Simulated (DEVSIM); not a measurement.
System: illuminated Ge p-on-n cell, one wavelength, at 300 K.

| layer (left to right) | material | thickness (μm) | Nd (cm⁻³) | Na (cm⁻³) | τn (s) | τp (s) | absorption coefficient (cm⁻¹) |
|---|---|---|---|---|---|---|---|
| 1 | Ge | 0.200 | - | 6.3e17 | 4.2e-6 | 8.5e-8 | 48000 |
| 2 | Ge | 100 | 1.6e17 | - | 7.7e-6 | 7.7e-6 | 48000 |

Left contact: ohmic, minority electron recombination velocity 90000 cm/s. Right contact: ohmic, minority hole recombination velocity 100 cm/s. Voltage is applied to the left contact. Recombination: SRH at mid-gap, radiative, Auger. Light enters at the left, 3.3e17 photons cm⁻² s⁻¹, one pass, no reflection. Mobility is constant in doping.

Constants are typed, rounded textbook-type inputs, not results; the design itself was drawn at random and stands for no fabricated device. Values at 300 K; Nc and Nv go as T^1.5, mobilities as T to minus their exponent, the gap by Varshni's rule with the affinity fixed.

```csv
parameter,Ge
gap (eV),0.664
affinity (eV),4
permittivity,16
Nc (cm⁻³),1.04e19
Nv (cm⁻³),6e18
μn (cm²/Vs),3900
μp (cm²/Vs),1900
T exponent of μn,1.66
T exponent of μp,2.33
B (cm³/s),6.4e-14
Cn (cm⁶/s),1e-31
Cp (cm⁶/s),1e-31
Varshni α (eV/K),0.000477
Varshni β (K),235
```

DEVSIM, 1D drift-diffusion, Boltzmann statistics, complete ionisation; no tunnelling, impact ionisation, image-force lowering or self-heating.

The temperature was swept, all else fixed.

```json
[
 {"temperature (K)": "250", "dark forward voltage at 100 A/cm² (V)": "0.494", "largest field in the device at zero bias (V/cm)": "120000", "potential step across the device at zero bias (V)": "0.556"},
 {"temperature (K)": "300", "dark forward voltage at 100 A/cm² (V)": "0.426", "largest field in the device at zero bias (V/cm)": "110000", "potential step across the device at zero bias (V)": "0.498"},
 {"temperature (K)": "350", "dark forward voltage at 100 A/cm² (V)": "0.352", "largest field in the device at zero bias (V/cm)": "100000", "potential step across the device at zero bias (V)": "0.437"},
 {"temperature (K)": "400", "dark forward voltage at 100 A/cm² (V)": "0.278", "largest field in the device at zero bias (V/cm)": "95000", "potential step across the device at zero bias (V)": "0.373"},
 {"temperature (K)": "450", "dark forward voltage at 100 A/cm² (V)": "0.201", "largest field in the device at zero bias (V/cm)": "85000", "potential step across the device at zero bias (V)": "0.307"},
 {"temperature (K)": "500", "dark forward voltage at 100 A/cm² (V)": "0.128", "largest field in the device at zero bias (V/cm)": "74000", "potential step across the device at zero bias (V)": "0.240"}
]
```

From the first row to the last the dark forward voltage at 100 A/cm² goes from 0.494 to 0.128. From the first row to the last the largest field in the device at zero bias goes from 120000 to 74000.
